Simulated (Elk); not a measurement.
Worked example: self-consistent single point of RbAs2Rh2 (I4/mmm, 5 atoms in the cell) in Elk.

Method: PBEsol, all-electron FP-LAPW, Elk's shipped species files, APW+lo basis with extra local orbitals (Elk).

The change in words: lattice scaled by 0.98. Reference geometry:
```yaml
crystal:
  lattice:
    - [-2.00724, 2.00724, 7.01974]
    - [2.00724, -2.00724, 7.01974]
    - [2.00724, 2.00724, -7.01974]
  atoms:
    - { symbol: Rb, position: [0.00000, 0.00000, 0.00000] }
    - { symbol: As, position: [0.34734, 0.34734, 0.00000] }
    - { symbol: As, position: [0.65266, 0.65266, 0.00000] }
    - { symbol: Rh, position: [0.75000, 0.25000, 0.50000] }
    - { symbol: Rh, position: [0.25000, 0.75000, 0.50000] }
```

Reference input (self-consistent single point, DFT, PBEsol, all-electron FP-LAPW, Elk's shipped species files, APW+lo basis with extra local orbitals): xctype = 22; rgkmax = 7.5; stype = 0; swidth = 0.00367493 Ha; ngridk = 6 6 6; tforce = true; gmaxvr = 18 1/bohr; lmaxapw = 10; lmaxo = 8; nxlo = 2; lorbcnd = true; lradstp = 2. This run's input differs from it in these lines:

```diff
@@ -49,5 +49,5 @@
 avec
-   -2.0072400000    2.0072400000    7.0197400000
-    2.0072400000   -2.0072400000    7.0197400000
-    2.0072400000    2.0072400000   -7.0197400000
+   -1.9670950000    1.9670950000    6.8793450000
+    1.9670950000   -1.9670950000    6.8793450000
+    1.9670950000    1.9670950000   -6.8793450000
```

Log, with long lists cut:

```
│ Self-consistent loop started │
│ Loop number : 1 │
 total energy                :     -17066.9343387
│ Loop number : 2 │
 total energy                :     -17067.6714983
RMS change in Kohn-Sham potential (target) :   0.1261945591     (  0.1000000000E-05)
Absolute change in total energy (target)   :   0.7371595902     (  0.1000000000E-03)
│ Loop number : 3 │
 total energy                :     -17067.6577920
RMS change in Kohn-Sham potential (target) :   0.1228846682     (  0.1000000000E-05)
Absolute change in total energy (target)   :   0.1705836437     (  0.1000000000E-03)
│ Loop number : 4 │
   [... lines left out ...]
Absolute change in total energy (target)   :   0.2346597248E-03 (  0.1000000000E-03)
│ Loop number : 15 │
 total energy                :     -17064.6302929
RMS change in Kohn-Sham potential (target) :   0.8564105941E-07 (  0.1000000000E-05)
Absolute change in total energy (target)   :   0.1448213843E-03 (  0.1000000000E-03)
│ Loop number : 16 │
 total energy                :     -17064.6303062
RMS change in Kohn-Sham potential (target) :   0.4714205812E-07 (  0.1000000000E-05)
Absolute change in total energy (target)   :   0.2294446313E-04 (  0.1000000000E-03)
Convergence targets achieved

│ Loop number : 17 │

Energies :
 Fermi                       :     0.297988934277
 total energy                :     -17064.6303046

Density of states at Fermi energy :    20.85309447
 (states/Hartree/unit cell)

Estimated indirect band gap :   0.4635961885E-02
 from k-point     18 to k-point      7
Estimated direct band gap   :   0.1137924807E-01
 at k-point     29

Charges :
 core                        :    120.0000000
 valence                     :    73.00000000
 interstitial                :    9.124151566
 muffin-tins (core leakage)
  species :    1 (Rb)
   atom    1                 :    35.42280543     (  0.9344793839E-04)
  species :    2 (As)
   atom    1                 :    30.84108153     (  0.7308423916E-03)
   atom    2                 :    30.84108153     (  0.7308423916E-03)
   [... lines left out ...]
   total force               :    -0.00000000    0.00000000    0.00000000
   total magnitude           :     0.00000000
  atom :    2
   Hellmann-Feynman          :     0.00000000   -0.00000000   -0.00000000
   IBS                       :    -0.00000000    0.00000000    0.00000000
   total force               :     0.00000000    0.00000000    0.00000000
   total magnitude           :     0.00000000
```

The run converged in 17 iterations. The count includes the last loop, which Elk runs after its targets are met. 

The starting cell comes from a database of computed structures (which also holds hypothetical and non-ambient phases and stackings), without a prior relaxation at this level. For this run, on top of that: lattice scaled by 0.98. Spin polarisation is off. Values depend on the basis (sphere radii, cutoffs, local orbitals), which need not be converged. The log's line on a gap gives a spacing of levels on this mesh, which the program prints for metals too.

Cost on one core of a shared machine: roughly 3 min.
